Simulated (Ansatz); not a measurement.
For fluorite AuAl2, PBEsol+SOC (Ansatz, a first-principles code, PAW) gives:

```
Quantity              Value
------------------  -------
lattice constant a  5.989 Å
bulk modulus        118 GPa
```

Problem. What does r²SCAN (Ansatz, plane waves, PAW) give for the same quantities?

Solution. 
- lattice constant a: 6.010 Å (rises by 0.4 %)
- bulk modulus: 118 GPa (hardly moves)

Changes are worked out from the printed values.

Unless a cell is named, each level is at its own relaxed cell (PBEsol+SOC 17.90, r²SCAN 18.09 Å³/atom).

Levels without +SOC leave out spin–orbit coupling, which shifts energies and cells of such heavy elements.

Ansatz's density-functional and Hartree–Fock values are scalar-relativistic unless marked +SOC, with PAW data made under PBE.
